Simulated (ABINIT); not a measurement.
Worked example: self-consistent single point of Zn2GeS3 (P3m1, 6 atoms in the cell) in ABINIT.

Method of the run: PBEsol, PAW (JTH v2.0 PBE PAW, files made for PBE) (plane waves; ABINIT).

The change in words: lattice scaled by 0.98. Reference geometry:
```
CELL_PARAMETERS angstrom
      3.85802     0.00000     0.00000
     -1.92901     3.34114     0.00000
      0.00000     0.00000    10.53289
ATOMIC_POSITIONS crystal
  Zn 0.66667 0.33333 0.35154
  Zn 0.33333 0.66667 0.64820
  Ge 0.00000 0.00000 0.99998
  S  0.00000 0.00000 0.28468
  S  0.66667 0.33333 0.58446
  S  0.33333 0.66667 0.88114
```

Reference input (self-consistent single point, DFT, PBEsol, plane waves, PAW (JTH v2.0 PBE PAW, files made for PBE)): pseudos = [Zn.GGA_PBE-JTH.xml, Ge.GGA_PBE-JTH.xml, S.GGA_PBE-JTH.xml]; ecut = 30 Ha; pawecutdg = 60 Ha; pawxcdev = 0; ixc = -116133; occopt = 1; ngkpt = 9 9 3; nshiftk = 1; shiftk = 0 0 0; potentials = JTH v2.0 PBE PAW; nband = 32; kptopt = 1. This run's input differs from it in these lines:

```diff
@@ -5,5 +5,5 @@
 rprim
-         7.2906008251    0.0000000831    0.0000000000
-        -3.6453004846    6.3138454819    0.0000000000
-         0.0000000000    0.0000000000   19.9042774008
+         7.1447890338    0.0000002046    0.0000000000
+        -3.5723946941    6.1875687057    0.0000000000
+         0.0000000000    0.0000000000   19.5061914748
 natom 6
```

Log, with long lists cut:

```
--- !BeginCycle
solver: {iscf: 17, nstep: 80, nline: 4, wfoptalg: 10, }
tolerances: {tolvrs: 1.00E-10, }
...

     iter   Etot(hartree)      deltaE(h)  residm     nres2
 ETOT  1  -251.57738685884    -2.516E+02 3.106E+00 2.340E+01
 ETOT  2  -255.34749692401    -3.770E+00 1.887E-01 4.893E+01
 ETOT  3  -255.21303676938     1.345E-01 9.255E-02 2.135E+01
 ETOT  4  -255.19484100782     1.820E-02 4.858E-02 4.827E+00
 ETOT  5  -255.17372300235     2.112E-02 6.041E-02 4.149E-01
   [... 22 lines left out ...]
 ETOT 28  -255.18275720287    -2.103E-12 6.843E-04 1.815E-09
 ETOT 29  -255.18275720287     3.496E-12 2.664E-04 3.883E-10
 ETOT 30  -255.18275720287    -1.990E-13 4.098E-04 1.731E-10
 ETOT 31  -255.18275720287    -1.194E-12 1.648E-04 4.491E-11
 At SCF step   31       nres2   =  4.49E-11 < tolvrs=  1.00E-10 =>converged.

 Cartesian components of stress tensor (hartree/bohr^3)
  sigma(1 1)= -3.28446248E-05  sigma(3 2)=  0.00000000E+00
  sigma(2 2)= -3.28446249E-05  sigma(3 1)=  0.00000000E+00
  sigma(3 3)= -3.09991972E-05  sigma(2 1)=  6.27487647E-15

 ----iterations are completed or convergence reached----

 reduced coordinates (array xred) for    6 atoms
       0.666666666667      0.333333333333      0.351540000000
       0.333333333333      0.666666666667      0.648200000000
       0.000000000000      0.000000000000      0.999980000000
       0.000000000000      0.000000000000      0.284680000000
       0.666666666667      0.333333333333      0.584460000000
       0.333333333333      0.666666666667      0.881140000000
 cartesian forces (eV/Angstrom) at end:
   [... lines left out ...]
 Fermi (or HOMO) energy (hartree) =   0.19416   Average Vxc (hartree)=  -0.34399
 Fermi (or HOMO) energy (eV) =   5.28334   Average Vxc (eV)=  -9.36038
   [... lines left out ...]
local_psp           : -2.35310245192927E+02
total_energy        : -2.55182757005736E+02
total_energy_eV     : -6.94387595533620E+03
...

-Cartesian components of stress tensor (GPa)         [Pressure=  9.4822E-01 GPa]
- sigma(1 1)= -9.66322062E-01  sigma(3 2)=  0.00000000E+00
- sigma(2 2)= -9.66322063E-01  sigma(3 1)=  0.00000000E+00
- sigma(3 3)= -9.12027714E-01  sigma(2 1)=  1.84613208E-10

 Calculation completed.
```

The run converged in 31 iterations. Against the reference run the free energy goes down by 8.2 meV/atom, the pressure goes from -2.78 to 0.95 GPa, the largest force goes from 0.094 to 0.295 eV/Å and the gap on the mesh goes from 1.079 to 0.927 eV.

The starting cell comes from a database of computed structures (which also holds hypothetical and non-ambient phases and stackings), without a prior relaxation at this level. For this run, on top of that: lattice scaled by 0.98. The potentials were made for another functional than the one used.

Cost on one core of a shared machine: roughly 9 min.
